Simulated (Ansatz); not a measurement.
The starting structures come from a database of crystals and need not be the phases stable at ambient conditions.

 Where the default PAW files enter, the runs use the earlier of Ansatz's two default sets.

Data:

```xyz
14
Lattice="6.7752 0.0000 0.0000 0.0000 6.7752 0.0000 3.3876 -3.3876 3.3876" Properties=species:S:1:pos:R:3 pbc="T T T"
Zr     1.6938     0.0000     0.8469
Zr     5.0814     0.0000     2.5407
Zr     3.3876     4.2345     1.6938
Zr     6.7752     2.5407     1.6938
Zr     9.3159     1.6938     3.3876
Zr     7.6221    -1.6938     3.3876
N      4.6399     2.1353     2.1353
N      7.2166     0.4415     2.9461
N      5.5228    -2.1353     2.1353
N      2.9461    -0.4415     2.9461
N      2.1353     2.1353     1.2523
N      6.3337     0.4415     0.4415
N      1.2523     4.6399     1.2523
N      3.8291    -0.4415     0.4415
```

Space group of this cell: I-43d. The cell is taken as given; by PBEsol its mean pressure is -5.5 GPa.

Calculation: PBEsol (plane waves, PAW; Ansatz, a first-principles code).

The current runs along the normal of the first two printed vectors; no spin-orbit coupling. Scaled by the factor s: the length along the current (ions clamped). Meshes 10×10×10 and 6×6 across the current in all rows.

| s | mean pressure (GPa) | slowest mid-gap decay constant κ (1/Å) |
|---|---|---|
| 0.97 | 3.1 | 0.123 |
| 1.00 | -5.5 | 0.137 |
| 1.03 | -12.3 | ? |

Question: Take the slope of the slowest mid-gap decay constant κ against ln s from the two given rows, extrapolate to s = 1.03, and say what the run there gives.

Answer: Slope = (0.123 − 0.137) / ln 0.97 = 0.460 1/Å. The line gives 0.137 + (0.460) × ln 1.03 = 0.151 1/Å. The run gives 0.151 1/Å, as the line does.
